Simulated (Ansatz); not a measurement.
Start from SiC (space group P6_3mc, No. 186; a = 3.0778 Å, c = 10.0773 Å). Axes: x lies along a and z along c of the hexagonal cell.

Structures relaxed with Ansatz (a first-principles code), r2SCAN, PAW, cutoff 500 eV, without spin-orbit coupling, earlier PAW set.

Base:

Simulated powder pattern, Cu Kα1, λ = 1.54056 Å (kinematic, ideal powder, no thermal factors, no anomalous dispersion; the 14 strongest lines at most, above 2 %, up to 2θ = 90°):

| 2θ (°) | I/Imax (%) | hkl |
|---|---|---|
| 33.60 | 25 | (100) |
| 34.79 | 100 | (101) |
| 35.61 | 67 | (004) |
| 38.17 | 100 | (102) |
| 43.30 | 18 | (103) |
| 49.76 | 8.8 | (104) |
| 57.26 | 26 | (105) |
| 60.07 | 61 | (110) |
| 65.65 | 46 | (106) |
| 71.33 | 11 | (201) |
| 71.82 | 46 | (114) |
| 73.43 | 16 | (202) |
| 74.91 | 6.1 | (107) |
| 87.72 | 7.7 | (205) |

One thing is altered: biaxial strain −3.50 %, plane normal [001], relaxed out of plane (Cartesian); in-plane vectors clamped, the third vector and the atoms free.

After the change:

Simulated powder pattern, Cu Kα1, λ = 1.54056 Å (kinematic, ideal powder, no thermal factors, no anomalous dispersion; the 14 strongest lines at most, above 2 %, up to 2θ = 90°):

```json
[
 {"2θ (°)": "34.85", "I/Imax (%)": "23", "hkl": "(100)"},
 {"2θ (°)": "35.36", "I/Imax (%)": "69", "hkl": "(004)"},
 {"2θ (°)": "35.99", "I/Imax (%)": "96", "hkl": "(101)"},
 {"2θ (°)": "39.24", "I/Imax (%)": "100", "hkl": "(102)"},
 {"2θ (°)": "44.20", "I/Imax (%)": "18", "hkl": "(103)"},
 {"2θ (°)": "50.49", "I/Imax (%)": "8.6", "hkl": "(104)"},
 {"2θ (°)": "57.83", "I/Imax (%)": "26", "hkl": "(105)"},
 {"2θ (°)": "62.49", "I/Imax (%)": "57", "hkl": "(110)"},
 {"2θ (°)": "66.07", "I/Imax (%)": "49", "hkl": "(106)"},
 {"2θ (°)": "73.89", "I/Imax (%)": "44", "hkl": "(114)"},
 {"2θ (°)": "74.28", "I/Imax (%)": "10.0", "hkl": "(201)"},
 {"2θ (°)": "75.18", "I/Imax (%)": "6.8", "hkl": "(107)"},
 {"2θ (°)": "76.32", "I/Imax (%)": "15", "hkl": "(202)"},
 {"2θ (°)": "79.70", "I/Imax (%)": "3.7", "hkl": "(203)"}
]
```

The indices refer to the base's conventional cell; one index is shown for lines that coincide.

Stability against distortions was not tested.
